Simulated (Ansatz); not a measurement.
Levels about the gap of amorphous In₉Ga₉Zn₉O₃₉B₂ (68 atoms in a cell of 857 Å³, 5.61 g/cm³; zone centre alone, so wide bands show as single levels with stretches between that a denser mesh fills), at the geometry that PBE relaxed, where it gives 2.0 GPa on a denser mesh. The participation number counts the atoms over which a state spreads; weights are charges in smoothed Voronoi cells. The levels come from a single point, so bond lengths are those of that geometry. Method of the levels: PBE, scalar-relativistic without spin-orbit coupling (Ansatz, a program for electronic structure). Sampling: the zone centre alone; Fermi-Dirac width 0.02 eV; no spin polarisation. At PBE the levels at the filled edge of the gap are localised (band-tail or defect states).

A CHGNet melt-quench gave the starting glass, which DFT then relaxed. O atoms were pushed apart under 1.9 Å during the dynamics, to hinder bonds among them. The hot cell started wider than the set density and was brought back towards it in steps. It is the lowest in DFT energy of 2 quenches. It is a model cell: composition and starting density were chosen by hand, and all elements were melted together. No dispersion term was used. Its density started from a set value of 5.61 and ended at 5.61 g/cm³. The simulated quench (nominally 320 K/ps over its main leg) is rapid and tends to freeze in more defects than a deposited or slowly cooled glass has. A cell of this size samples the disorder only roughly. The volume was held where the preparation left it and the shape relaxed, at a PBE pressure of 2.0 GPa. Stress components on the final sampling reach 2.1 GPa.

| E - E(highest filled), eV | filling | participation number | largest on | weight O | weight In | weight Ga | weight Zn |
|---|---|---|---|---|---|---|---|
| -0.37 | filled | 20.0 | O, 3 neighbours | 0.87 | 0.01 | 0.02 | 0.09 |
| -0.33 | filled | 24.0 | O, 3 neighbours | 0.84 | 0.01 | 0.02 | 0.13 |
| -0.21 | filled | 20.1 | O, 4 neighbours | 0.84 | 0.02 | 0.02 | 0.12 |
| -0.19 | filled | 11.1 | O, 4 neighbours | 0.88 | 0.01 | 0.02 | 0.09 |
| -0.12 | filled | 14.4 | O, 3 neighbours | 0.86 | 0.01 | 0.02 | 0.11 |
| -0.06 | filled | 16.7 | O, 3 neighbours | 0.85 | 0.01 | 0.02 | 0.12 |
| 0.00 | filled | 7.3 | O, 3 neighbours | 0.84 | 0.01 | 0.01 | 0.13 |
| 1.02 | empty | 60.4 | In, 5 neighbours | 0.51 | 0.22 | 0.12 | 0.15 |
| 3.36 | empty | 30.4 | In, 5 neighbours | 0.59 | 0.32 | 0.03 | 0.05 |
| 3.67 | empty | 30.7 | In, 6 neighbours | 0.55 | 0.26 | 0.10 | 0.08 |
| 3.78 | empty | 31.1 | In, 4 neighbours | 0.56 | 0.32 | 0.06 | 0.05 |
| 4.08 | empty | 43.4 | In, 5 neighbours | 0.55 | 0.18 | 0.09 | 0.16 |
| 4.26 | empty | 38.6 | In, 5 neighbours | 0.58 | 0.12 | 0.20 | 0.09 |
| 4.27 | empty | 37.8 | In, 5 neighbours | 0.58 | 0.24 | 0.05 | 0.12 |

Most localised among these is the filled level at +0.00 eV, on a O atom, which has 3 neighbours (Zn 1.88 Å, Zn 1.90 Å, In 2.14 Å).
